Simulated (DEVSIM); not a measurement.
Device: abrupt GaAs p-n junction, at 300 K.

Layer 1 from the left is GaAs, thickness (μm) 0.140, Na (cm⁻³) 9e16, τn (s) 6e-10, τp (s) 6e-10. Layer 2 from the left is GaAs, thickness (μm) 110, Nd (cm⁻³) 1.4e15, τn (s) 6e-10, τp (s) 6e-11.

Left contact: ohmic. Right contact: ohmic. Voltage is applied to the left contact. Recombination: SRH at mid-gap, radiative. Mobility is μmin + (μ − μmin)/(1 + (N/Nref)^α).

The device is made up for the run: typed textbook-type constants, with dimensions and the other settings drawn at random. Values at 300 K.

GaAs: gap (eV) 1.424, affinity (eV) 4.07, permittivity 12.9, Nc (cm⁻³) 4.7e17, Nv (cm⁻³) 9e18, μn (cm²/Vs) 8500, μp (cm²/Vs) 400, μn,min 500, μp,min 20, Nref,n 6e16, Nref,p 1.5e17, αn 0.39, αp 0.38, B (cm³/s) 2e-10.

### Question
Estimate by hand the built-in potential, the peak field at zero bias, the capacitance at -0.6 V, and compare with a numerical solution.

### Answer

- Built-in potential: ni = √(Nc Nv) exp(−Eg/2kT) = 2250000 cm⁻³ with Eg = 1.424 eV; Vbi = kT/q ln(Na Nd/ni²) = 1.155 V; numerical 1.155 V.
- Peak field at zero bias: depletion approximation: W = √(2εVbi/(qN)) = 1.09 μm with N = 1.38e15 cm⁻³; field = 2Vbi/W = 21100 V/cm; numerical 23500 V/cm (estimate below by 10 %).
- Capacitance at -0.6 V: C = √(qεN / 2(Vbi + |V|)) = 8.48 nF/cm²; numerical 8.63 nF/cm² (estimate below by 1.7 %).

Model (solved in DEVSIM): 1D drift-diffusion, Boltzmann statistics, complete ionisation; no tunnelling, impact ionisation, image-force lowering or self-heating.
